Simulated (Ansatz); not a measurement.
System: antifluorite Be2C. Method: HSE06-D3(BJ) in Ansatz (PAW).

Numerical settings: plane-wave cutoff 460 eV, 10×10×10 k mesh, Fermi–Dirac smearing 0.01 eV, scalar-relativistic PAW data made under PBE.

Properties against volume:

| V (Å³/atom) | P (GPa) | direct gap at Γ (eV) | smallest gap on the k mesh (eV) |
|---|---|---|---|
| 6.095 | 12.60 | 5.359 | 1.976 |
| 6.256 | 5.96 | 5.302 | 1.959 |
| 6.381 | 1.26 | 5.259 | 1.946 |
| 6.577 | -5.28 | 5.192 | 1.926 |
| 6.707 | -9.18 | 5.149 | 1.913 |

The fundamental gap (1.94 eV at the equilibrium volume, on the SCF mesh) lies elsewhere than Γ–Γ.

Ansatz is a quantum-chemistry and plane-wave program.
